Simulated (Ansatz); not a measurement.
## GePt (model structure, started from the CoSn type, P6/mmm, No. 191, 6 atoms in the cell): equilibrium volume per atom by level of theory

No measured value is used here.

```tsv
level (code)	value (Å³/atom)
PBE (Ansatz)	…
PBEsol (Ansatz)	17.99
PBE-D3(BJ) (Ansatz)	18.17
```

Some entries are withheld; supply them.


- PBE (Ansatz, a first-principles code), value (Å³/atom): 18.78

Density-functional levels without +SOC have no spin–orbit coupling. PBE-D3(BJ): a distance lies near a switch of the dispersion term, which can move the cell. Ansatz's density-functional and Hartree–Fock values are scalar-relativistic unless marked +SOC, with PAW data made under PBE.

A model structure was made by putting elements into a prototype or built by hand; it is no filed structure, need not be a known phase, and can be a saddle point held by its symmetry.
